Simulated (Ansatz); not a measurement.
Functionals compared on Cl on the 1x1 (101) surface of anatase TiO2 (cut with top plane O), one in a 2x1 cell, started at the site 'over Ti at depth 0.9 Å', in Ansatz (plane waves, PAW). The structure was relaxed with PBE; the other rows are single points on it, each with its references at the same level. Cutoff 420 eV (500 eV for r2SCAN). The points keep PBE's geometry, so the relaxation of a polaron and the settling of charge on one site are left out.

Host crystal: anatase TiO2, with a band gap (PBE, scalar-relativistic without spin-orbit coupling).

Slab: 37 atoms, 9.4 Å thick at the start under the adsorbate (thin: gaps and levels are the slab's own); k 3x4x1, smearing 0.01 eV, dipole-corrected; 14 atoms held, the rest relaxed; no symmetry held; spin-polarised, ending with about 1.0 μB a cell; orders that need a larger cell were not tried, no spin-orbit, no U, no dispersion correction. At the end it is bonded to Ti. In PBE it is, or lies within 0.03 eV of, the lowest of the starts that converged. These notes are the PBE run's. r2SCAN: The program's check for a lower electronic state was not made. Adsorption energies are against ½ Cl2(g). A negative adsorption energy means that the adsorbate is more stable on the surface than in its reference.

```tsv
functional	adsorption energy (eV)	gap of the slab on its k-mesh (eV)	highest filled level below the top vacuum level (eV)	magnetic moment of the cell (μB)	rough cost of the single point
PBE	0.92	0.93	7.84	1.00	–
RPBE	[?]	[?]	[?]	1.00	around 8 core-minutes (rough)
r2SCAN	0.74	1.40	8.13	1.00	about 11 core-minutes (a rough figure)
```

What belongs in the gaps?


- RPBE, adsorption energy (eV): 1.05
- RPBE, gap of the slab on its k-mesh (eV): 0.95
- RPBE, highest filled level below the top vacuum level (eV): 7.75

Ansatz is an electronic-structure program.
